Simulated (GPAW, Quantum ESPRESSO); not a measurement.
A GPAW input for a self-consistent single point of La3Ag (P6_3/mmc, 8 atoms in the cell) (DFT LDA (Perdew-Wang 92), plane waves, GPAW PAW datasets LDA (gpaw-data 1.0.1)):

```python
from ase import Atoms
from ase.units import GPa
from gpaw import GPAW, PW

atoms = Atoms(['La', 'La', 'La', 'La', 'La', 'La', 'Ag', 'Ag'],
              cell=[[7.332441, 0.000000, 0.000000],
                    [-3.666220, 6.350080, 0.000000],
                    [0.000000, 0.000000, 5.487611]],
              positions=[[1.945168, 1.123043, 4.115708],
                         [1.721053, 5.227037, 1.371903],
                         [0.000000, 2.246087, 1.371903],
                         [3.666221, 4.103993, 4.115708],
                         [5.387273, 1.123043, 4.115708],
                         [-1.721052, 5.227037, 1.371903],
                         [3.666224, 2.116691, 1.371903],
                         [-0.000003, 4.233389, 4.115708]],
              pbc=True)

calc = GPAW(mode=PW(800),
            xc='LDA',
            kpts={'size': (3, 3, 4), 'gamma': True},
            occupations={'name': 'methfessel-paxton', 'width': 0.1, 'order': 0},
            nbands=-12,
            convergence={'density': 1e-05},
            symmetry={'symmorphic': False, 'tolerance': 0.0005},
            maxiter=100,
            txt='-')

atoms.calc = calc

energy = atoms.get_potential_energy()
print('Energy (eV):', round(energy, 6))
forces = atoms.get_forces()
print('Forces (eV/Ang):')
print(forces.round(5))
stress = atoms.get_stress()
print('Stress (GPa, Voigt):', (stress / GPa).round(4))
```

Problem. Give the Quantum ESPRESSO input for the same structure, mesh, smearing and functional.

Solution. One input that does it (others would too):

```fortran
&control
    calculation = 'scf'
    prefix = 'pwscf'
    outdir = './work'
    pseudo_dir = './'
    verbosity = 'high'
    tprnfor = .true.
    tstress = .true.
/
&system
    ibrav = 4
    A = 7.33244090
    C = 5.48761100
    nat = 8
    ntyp = 2
    ecutwfc = 40
    ecutrho = 320
    occupations = 'smearing'
    smearing = 'gaussian'
    degauss = 0.0073499
/
&electrons
    conv_thr = 1e-10
/
ATOMIC_SPECIES
La   138.9055  la_lda_v1.uspp.F.UPF
Ag   107.8682  ag_lda_v1.4.uspp.F.UPF
ATOMIC_POSITIONS crystal
La    0.35371000    0.17685500    0.75000000
La    0.64629000    0.82314500    0.25000000
La    0.17685500    0.35371000    0.25000000
La    0.82314500    0.64629000    0.75000000
La    0.82314500    0.17685500    0.75000000
La    0.17685500    0.82314500    0.25000000
Ag    0.66666667    0.33333333    0.25000000
Ag    0.33333333    0.66666667    0.75000000
K_POINTS automatic
3 3 4  0 0 0
```

Basis settings and potentials, where a program has them, do not carry over. This input uses DFT, LDA (PZ), plane waves, GBRV 1.5 ultrasoft (LDA) pseudopotentials. LDA parametrisations can differ slightly between programs.

The starting cell comes from a database of computed structures (which also holds hypothetical and non-ambient phases and stackings), without a prior relaxation at this level. Its lattice was rescaled by a random factor within 2.5 % of one.
